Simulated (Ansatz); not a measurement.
The reference is Ti in the hcp (Mg type) structure (space group P6_3/mmc, No. 194; a = 2.9364 Å, c = 4.6402 Å; relaxed with 0.1 eV smearing). Axes: x lies along a and z along c of the hexagonal cell.

All numbers come from plane-wave PAW DFT at the r2SCAN level (Ansatz, a quantum-chemistry and plane-wave program, 500 eV), scalar-relativistic without spin-orbit coupling.

One thing is altered: tensor shear ε_xz = +1.14 % (engineering shear γ = 0.0228); the atoms relax in the strained cell.

Problem. Predict the stress tensor and what it implies for the stiffness.

Solution. Stress of the strained cell less that of the base (GPa, compression positive):
```
    0.0     0.0    -1.1
    0.0     0.0     0.0
   -1.1     0.0     0.0
```

Then −Δσ/γ with γ = 2ε = 0.0228 gives relaxed-ion elastic constants: C55 ≈ 48 GPa.

Whether these cells are dynamically stable was not tested. The final runs are not spin-polarised.
